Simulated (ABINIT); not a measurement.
Band structure of MgTl (Pm-3m, 2 atoms in the cell).

```
CELL_PARAMETERS angstrom
      3.63780     0.00000     0.00000
      0.00000     3.63780     0.00000
      0.00000     0.00000     3.63780
ATOMIC_POSITIONS crystal
  Mg 0.00000 0.00000 0.00000
  Tl 0.50000 0.50000 0.50000
```

Level of theory: PBEsol, norm-conserving pseudopotentials (PseudoDojo nc-sr-04 PBEsol standard) (plane waves; ABINIT).

Settings: pseudos = [Mg.upf, Tl.upf]; ecut = 1143 eV; ixc = -116133; occopt = 7; tsmear = 0.00999582 Ha; ngkpt = 7 7 7; nshiftk = 1; shiftk = 0 0 0; potentials = PseudoDojo nc-sr-04 PBEsol standard; kptopt = 1; nstep = 80; tolvrs1 = 1e-10; ndtset = 2.

The starting cell comes from a database of computed structures (which also holds hypothetical and non-ambient phases and stackings), without a prior relaxation at this level. Spin-orbit coupling is off.

Levels in eV from the Fermi level, bands 8 to 15:
```tsv
point	8	9	10	11	12	13	14	15
Γ	-11.38	-11.38	-9.54	2.47	2.47	2.47	3.43	5.31
X	-11.47	-11.37	-7.33	-4.84	4.72	4.72	5.96	6.15
M	-11.49	-11.19	-5.44	-2.53	-2.53	-0.22	7.24	8.24
R	-11.18	-11.18	-3.63	-0.23	-0.23	-0.23	2.10	2.10
```

Bands cross the Fermi level along this path, so the cell is metallic at this level.
